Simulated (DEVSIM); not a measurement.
Device: Ge n-i-p diode, at 250 K.

Layer 1 from the left is Ge, thickness (μm) 1.40, Nd (cm⁻³) 1.5e17, τn (s) 0.00029, τp (s) 0.00029. Layer 2 from the left is Ge, thickness (μm) 1.60, Na (cm⁻³) 5.4e11, τn (s) 0.00029, τp (s) 0.00029. Layer 3 from the left is Ge, thickness (μm) 0.410, Na (cm⁻³) 2.2e17, τn (s) 0.00029, τp (s) 0.00029.

Left contact: ohmic. Right contact: ohmic. Voltage is applied to the left contact. Recombination: SRH at mid-gap. Mobility is constant in doping.

The device is made up for the run: typed textbook-type constants, with dimensions and the other settings drawn at random. Values at 300 K; Nc and Nv go as T^1.5, mobilities as T to minus their exponent, the gap by Varshni's rule with the affinity fixed.

Ge: gap (eV) 0.664, affinity (eV) 4, permittivity 16, Nc (cm⁻³) 1.04e19, Nv (cm⁻³) 6e18, μn (cm²/Vs) 3900, μp (cm²/Vs) 1900, T exponent of μn 1.66, T exponent of μp 2.33, Varshni α (eV/K) 0.000477, Varshni β (K) 235.

Simulated with DEVSIM: 1D drift-diffusion, Boltzmann statistics, complete ionisation; no tunnelling, impact ionisation, image-force lowering or self-heating.

### Question
What does the simulation give for the dark forward voltage at 1 A/cm², the potential step across the device at zero bias, the dark forward voltage at 100 A/cm²?

### Answer
dark forward voltage at 1 A/cm² 0.288 V; potential step across the device at zero bias 0.532 V; dark forward voltage at 100 A/cm² 0.390 V.
